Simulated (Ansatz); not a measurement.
# Response to strain in Sn

Consider Sn in the diamond structure (space group Fd-3m, No. 227; a = 6.566 Å). Axes: x, y, z lie along the cube axes.

Strains are applied to the cell and any free atomic positions relax; under biaxial strain the out-of-plane vector relaxes too.

Computed with r2SCAN (Ansatz, a first-principles code), without spin-orbit coupling.

Notes on the quantities. energy relative to the base: free energy F; pressure: mean of the normal stresses, compression positive.

| variant | energy relative to the base | pressure | volume per atom |
|---|---|---|---|
| base | 0 meV/atom | 0.0 GPa | 35.39 Å³ |
| biaxial strain +0.42 %, plane normal [111], relaxed out of plane | +0.4 meV/atom | -0.3 GPa | ___ |
| biaxial strain +0.83 %, plane normal [111], relaxed out of plane | ___ | -0.5 GPa | 35.82 Å³ |
| biaxial strain +1.25 %, plane normal [111], relaxed out of plane | +3.1 meV/atom | -0.7 GPa | 36.03 Å³ |
| biaxial strain +1.67 %, plane normal [111], relaxed out of plane | +5.5 meV/atom | -1.0 GPa | 36.26 Å³ |
| biaxial strain +2.08 %, plane normal [111], relaxed out of plane | +8.4 meV/atom | -1.2 GPa | 36.48 Å³ |
| biaxial strain +2.50 %, plane normal [111], relaxed out of plane | +12 meV/atom | ___ | ___ |

Task: What belongs in the blanks?

Result: 
- biaxial strain +0.42 %, plane normal [111], relaxed out of plane, volume per atom: 35.61 Å³
- biaxial strain +0.83 %, plane normal [111], relaxed out of plane, energy relative to the base: +1.4 meV/atom
- biaxial strain +2.50 %, plane normal [111], relaxed out of plane, pressure: -1.4 GPa
- biaxial strain +2.50 %, plane normal [111], relaxed out of plane, volume per atom: 36.70 Å³

Stability against distortions was not tested.
